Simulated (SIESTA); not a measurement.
Worked example: self-consistent single point of HgTe (F-43m, 2 atoms in the cell) in SIESTA

Computed with SIESTA with GGA PBEsol, numerical atomic orbitals DZP, PseudoDojo PBEsol standard norm-conserving potentials (rewritten from UPF to PSML).

Input:

```
# files in the folder: Hg.psml Te.psml (PseudoDojo PBEsol standard)
SystemName  HgTe
SystemLabel HgTe

NumberOfAtoms                2
NumberOfSpecies              2
%block ChemicalSpeciesLabel
  1 80 Hg
  2 52 Te
%endblock ChemicalSpeciesLabel
LatticeConstant              1.0 Ang
%block LatticeVectors
     0.000000000    3.213850000    3.213850000
     3.213850000    0.000000000    3.213850000
     3.213850000    3.213850000    0.000000000
%endblock LatticeVectors
AtomicCoordinatesFormat      Ang
%block AtomicCoordinatesAndAtomicSpecies
     0.000000000    0.000000000    0.000000000  1
     1.606925000    1.606925000    1.606925000  2
%endblock AtomicCoordinatesAndAtomicSpecies

XC.functional                GGA
XC.authors                   PBEsol
PAO.BasisSize                DZP
PAO.EnergyShift              0.01 Ry
MeshCutoff                   350 Ry
%block kgrid.MonkhorstPack
    7   0   0  0.0
    0   7   0  0.0
    0   0   7  0.0
%endblock kgrid.MonkhorstPack
OccupationFunction           FD
ElectronicTemperature        10.0 meV

MaxSCFIterations             150
SCF.Mixer.Method             Broyden
SCF.Mixer.Weight             0.2
SCF.Mixer.History            8
SCF.DM.Tolerance             1.0E-04
Diag.ParallelOverK           true
WriteForces                  true
```

The program printed (abridged):

```
reinit: Reading from file input.fdf

reinit: System Name: HgTe
reinit: System Label: HgTe

coor:   Atomic-coordinates input format  =     Cartesian coordinates
coor:                                          (in Angstroms)

siesta: Atomic coordinates (Bohr) and species
siesta:      0.00000   0.00000   0.00000  1        1
siesta:      3.03665   3.03665   3.03665  2        2

siesta: System type = bulk

initatomlists: Number of atoms, orbitals, and projectors:      2    37    58

siesta: ******************** Simulation parameters ****************************
redata: Spin configuration                          = none
redata: Time-Reversal Symmetry                      = T
redata: Number of Atomic Species                    =        2
redata: Mesh Cutoff                                 =   350.0000 Ry
redata: Net charge of the system                    =     0.0000 |e|
redata: Min. number of SCF Iter                     =        0
redata: Max. number of SCF Iter                     =      150
redata: SCF convergence failure will abort job
redata: SCF mix quantity                            = Hamiltonian
redata: Mix DM or H after convergence               =   F
redata: Recompute H after scf cycle                 =   F
redata: Mix DM in first SCF step                    =   T
redata: No kicks to SCF
redata: DM Mixing Weight for Kicks                  =     0.5000
redata: Require Harris convergence for SCF          =   F
redata: Harris energy tolerance for SCF             =     0.000100 eV
redata: Require DM convergence for SCF              =   T
redata: DM tolerance for SCF                        =     0.000100
redata: Require EDM convergence for SCF             =   F
redata: EDM tolerance for SCF                       =     0.001000 eV
redata: Require H convergence for SCF               =   T
redata: Hamiltonian tolerance for SCF               =     0.001000 eV
redata: Require (free) Energy convergence for SCF   =   F
redata: (free) Energy tolerance for SCF             =     0.000100 eV
redata: Using DFT-D3 dispersion                     =   F
redata: Using Saved Data (generic)                  =   F
redata: Method of Calculation                       = Diagonalization
redata: Electronic Temperature                      =   116.0452 K
redata: Number of TDED substeps                     =        3
redata: Dynamics option                             = Single-point calculation
redata: Save all siesta data in one NC              =   F
redata: ***********************************************************************

%block SCF.Mixers
  Broyden
%endblock SCF.Mixers

%block SCF.Mixer.Broyden
  # Mixing method
  method broyden

  # Mixing options
  weight 0.2000
  weight.linear 0.2000
  weight.prime 0.2000
  history 8
%endblock SCF.Mixer.Broyden

DM_history_depth set to one: no extrapolation allowed by default for geometry relaxation
Size of DM history Fstack: 1
Total number of electrons:    36.000000
Total ionic charge:    36.000000

* ProcessorY, Blocksize:    1  38

* Orbital distribution balance (max,min):    37    37

 Kpoints in:          196 . Kpoints trimmed:          172

siesta: k-grid: Number of k-points = 172
siesta: k-points from Monkhorst-Pack grid
siesta: k-cutoff (effective) =    15.908 Ang
siesta: k-point supercell and displacements
siesta: k-grid:     7     0     0      0.000
siesta: k-grid:     0     7     0      0.000
siesta: k-grid:     0     0     7      0.000

diag: Algorithm                                     = D&C
diag: Parallel over k                               =   F
diag: Use parallel 2D distribution                  =   F
diag: Parallel block-size                           = 38
diag: Parallel distribution                         =     1 x     1
diag: Used triangular part                          = Lower
diag: Absolute tolerance                            =  0.100E-15
diag: Orthogonalization factor                      =  0.100E-05
diag: Memory factor                                 =  1.0000

superc: Internal auxiliary supercell:     5 x     5 x     5  =     125
superc: Number of atoms, orbitals, and projectors:    250   4625   7250

                        Single-point calculation

superc: Internal auxiliary supercell:     5 x     5 x     5  =     125
superc: Number of atoms, orbitals, and projectors:    250   4625   7250

outcell: Unit cell vectors (Ang):
        0.000000    3.213850    3.213850
        3.213850    0.000000    3.213850
        3.213850    3.213850    0.000000

outcell: Cell vector modules (Ang)   :    4.545070    4.545070    4.545070
outcell: Cell angles (23,13,12) (deg):     60.0000     60.0000     60.0000
outcell: Cell volume (Ang**3)        :     66.3906
new_DM -- step:     1
Initializing Density Matrix...

Attempting to read DM from file... Failed...
DM filled with atomic data:

InitMesh: MESH = 48 x 48 x 48 = 110592
InitMesh: Mesh cutoff (required, used) =   350.000   462.375 Ry

stepf: Fermi-Dirac step function

        iscf     Eharris(eV)        E_KS(eV)     FreeEng(eV)     dDmax    Ef(eV) dHmax(eV)
   scf:    1    -7295.008902    -7343.063067    -7343.063251  0.843731  0.819036 40.330510
   scf:    2    -7391.211937    -7372.324389    -7372.324389  0.493333 -1.188150 13.748211
   scf:    3    -7376.879625    -7375.124188    -7375.124188  0.315904 -1.802537  3.729143
   scf:    4    -7373.781627    -7374.799329    -7374.799331  0.343304 -2.473716  5.581282
   scf:    5    -7375.582045    -7375.282802    -7375.282802  0.219725 -2.278053  1.139477
   scf:    6    -7375.313768    -7375.300361    -7375.300361  0.024419 -2.230885  0.441398
   scf:    7    -7375.305822    -7375.303423    -7375.303423  0.010779 -2.226679  0.182684
   scf:    8    -7375.304444    -7375.304073    -7375.304073  0.007057 -2.219210  0.018102
   scf:    9    -7375.304083    -7375.304080    -7375.304080  0.000701 -2.215534  0.001335
   scf:   10    -7375.304080    -7375.304080    -7375.304080  0.000057 -2.215490  0.001008
   scf:   11    -7375.304080    -7375.304080    -7375.304080  0.000031 -2.215447  0.000795

SCF Convergence by DM+H criterion
max |DM_out - DM_in|         :     0.0000307554
max |H_out - H_in|      (eV) :     0.0007951685
SCF cycle converged after 11 iterations

Using DM_out to compute the final energy and forces

siesta: E_KS(eV) =            -7375.3041

siesta: E_KS - E_eggbox =     -7375.3041

siesta: Atomic forces (eV/Ang):
     1    0.000006    0.000006    0.000006
     2   -0.000004   -0.000004   -0.000004
   Tot    0.000002    0.000002    0.000002
   Max    0.000006
   Res    0.000005    sqrt( Sum f_i^2 / 3N )
   Max    0.000006    constrained

Stress tensor Voigt[x,y,z,yz,xz,xy] (kbar):       11.42       11.42       11.42       -0.15       -0.15       -0.15
(Free)E + p*V (eV/cell)    -7375.7771
Target enthalpy (eV/cell)    -7375.3041

siesta: Program's energy decomposition (eV):
siesta: Ebs     =     -1177.042885
siesta: Eions   =      9073.209187
siesta: Ena     =       801.824250
siesta: Ekin    =      2846.666687
siesta: Enl     =      -642.354463
siesta: Eso     =         0.000000
siesta: Edftu   =         0.000000
siesta: DEna    =        94.192330
siesta: DUscf   =         6.347040
siesta: DUext   =         0.000000
siesta: Ex      =     -1322.249413
siesta: Ec      =       -86.521324
siesta: Exc     =     -1408.770737
siesta: Eharris =     -7375.304080
siesta: Etot    =     -7375.304080
siesta: FreeEng =     -7375.304080

siesta: Stress tensor (static) (eV/Ang**3):
siesta:     0.007125   -0.000093   -0.000093
siesta:    -0.000093    0.007125   -0.000093
siesta:    -0.000093   -0.000093    0.007125

siesta: Cell volume =         66.390632 Ang**3

siesta: Pressure (static):
siesta:                Solid            Molecule  Units
siesta:          -0.00007760         -0.00007760  Ry/Bohr**3
siesta:          -0.00712515         -0.00712503  eV/Ang**3
siesta:         -11.41575053        -11.41556147  kBar
```

The run converged in 11 iterations.

The starting cell has typed, rounded lattice constants, without a prior relaxation at this level. Its lattice was rescaled by up to half a per cent. Values carry the incompleteness of an atom-centred basis.
